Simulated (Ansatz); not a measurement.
**Mg: strain along the normal**

Mg (hcp, P6_3/mmc, 22.538 Å³/atom at rest, c along z) under an equal strain ε in the (0001) plane with the normal axis free, as in a coherent film. PBEsol in Ansatz, a plane-wave DFT program (PAW, default set), 420 eV, 21×21×11 Γ-centred mesh, Fermi-Dirac smearing 0.10 eV; ions are relaxed within the symmetry of each cell.

Here s stands for strain and y for normal strain.

```csv
strain (%),normal strain (%)
-1.50,0.81
-1.00,0.55
-0.50,0.27
0.00,0.00
0.50,-0.30
1.00,-0.60
1.50,-0.92
3.00,?
```

Fit y against s with a straight line, and predict the withheld value at s = 3.00.

Means: s 0, y -0.027. About the means, the sum of products is -4.0300 and the sum of squares of s is 7.0000; the slope is their ratio. Least squares gives y = -0.027 - 0.5757·s. Residuals (row less fit): -0.027, 0.001, 0.009, 0.027, 0.015, 0.003, -0.029; standard error 0.023 (degrees of freedom: 5). The slope, -0.58 ± 0.01, is the elastic response of the normal axis, −2C13/C33. At the withheld row, y = -0.027 - 0.5757 × 3.0 = -1.754%. The calculation gives -1.88%, 0.126% below the prediction (4.7 % of the range of y in the table). The row lies outside the fitted rows, so this is an extrapolation. From the scatter of the fitted rows alone, a prediction at this place has a standard error of 0.036%, so the miss is 3.5 times that.

One order more, fitted to all 13 runs of the series, follows each within 0.01, so the miss is the next term of a smooth law. In a metal these values are sensitive to mesh and smearing; energies are taken to zero smearing, stresses follow the free energy. Rows are the converged runs of the series near zero and its far end; series whose fitted rows scatter by over a few per cent of the range, as at a crossing or softening among them, aren't shown in this form. Most that stay on the fit to the last digits aren't either.
